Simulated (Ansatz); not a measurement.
Response to strain in Ir

Consider Ir in the fcc (Cu type) structure (space group Fm-3m, No. 225; a = 3.844 Å). Axes: x, y, z lie along the cube axes.

Strains are applied to the cell and any free atomic positions relax; under biaxial strain the out-of-plane vector relaxes too.

Computed with r2SCAN/PAW in Ansatz (an electronic-structure program), no SOC.

Candidates:
(a) biaxial strain +4.86 %, plane normal [001], relaxed out of plane
(b) isotropic strain +3.48 %
(c) biaxial strain +0.65 %, plane normal [111], relaxed out of plane
(d) isotropic strain −1.30 %

Notes on the quantities. energy relative to the base: free energy F.

Order them by energy relative to the base, highest first.

(b) isotropic strain +3.48 % (+158 meV/atom), (a) biaxial strain +4.86 %, plane normal [001], relaxed out of plane (+123 meV/atom), (d) isotropic strain −1.30 % (+27 meV/atom), (c) biaxial strain +0.65 %, plane normal [111], relaxed out of plane (+3.0 meV/atom)

Without a gap, meshes like the base's 21×21×21 leave anisotropic stresses uncertain by several tenths of a GPa, and small strain energies with them. Whether these cells are dynamically stable was not tested. All final runs are without spin polarisation.
